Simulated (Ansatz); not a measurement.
Hf interstitial in monoclinic HfO2 (the name describes the start): one set of geometries, relaxed with PBE, evaluated in Ansatz (PAW, plane waves to 420 eV, 500 eV under r2SCAN) with PBE, r2SCAN.

Cell and caveats: 96-site cell; 2×2×2 shifted k-points; start: void with 3O nearest, no. 1; charged states image-corrected; no spin–orbit coupling; corrections reach 2.0 eV, so highly charged states may be off by several tenths; flagged in the runs: a doubtful potential alignment, a host whose relaxation on this sampling wasn't shown to rest, a strain field that reaches the edge of the cell.

```tsv
quantity	PBE	r2SCAN
host gap (eV)	4.04	?
ε(+1/0) above the VBM (eV)	3.51	?
largest moment on one atom at charge +3 (μB)	0.15	?
largest moment on one atom at charge +1 (μB)	0.13	?
neutral formation energy against hcp Hf (eV)	5.33	?
```

### Question
Given the lower rungs, what does r2SCAN give?

### Answer

- host gap (eV), r2SCAN: 4.54
- ε(+1/0) above the VBM (eV), r2SCAN: 4.04
- largest moment on one atom at charge +3 (μB), r2SCAN: 0.16
- largest moment on one atom at charge +1 (μB), r2SCAN: 0.14
- neutral formation energy against hcp Hf (eV), r2SCAN: 5.22

Ansatz is a first-principles code.
